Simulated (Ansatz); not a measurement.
# S interstitial (fcc Cu host)

The numbers are results of PBE, PAW (plane waves to 420 eV; Ansatz, a first-principles code), not measurements. Details: 32-site cell; 6×6×6 shifted k-points; start: void with 6Cu nearest; no Hubbard U; not converged in cell size; the relaxation kept the symmetry of the starting site; relaxed from one start, so a lower configuration may exist.

Neighbours after relaxation, in Å: of the S atom: Cu 2.15, Cu 2.15, Cu 2.15, Cu 2.15, Cu 2.15, Cu 2.15.

Formation energies E_f are those of the neutral cell. Chemical conditions: impurity bounded by its compound with the host (Δμ(S) = -0.41 eV, bounded by CuS (Cmcm); only phases computed here count, gases as isolated molecules at 0 K). Reference phases: S: S8 molecule in a box.

The name describes the start; the neighbours show where the added atom ended.

```
charge         moment (μB)  point group  largest move off a lattice site (Å)  E_f, impurity bounded by its compound with the host (eV)
------  ------------------  -----------  -----------------------------------  --------------------------------------------------------
0       not spin-polarised           Oh                                 0.34                                                      3.17
```

Point groups are those of the whole cell at tolerances of 0.03 and 0.1 Å ("near" where only the looser one holds); none is given for unsettled states.
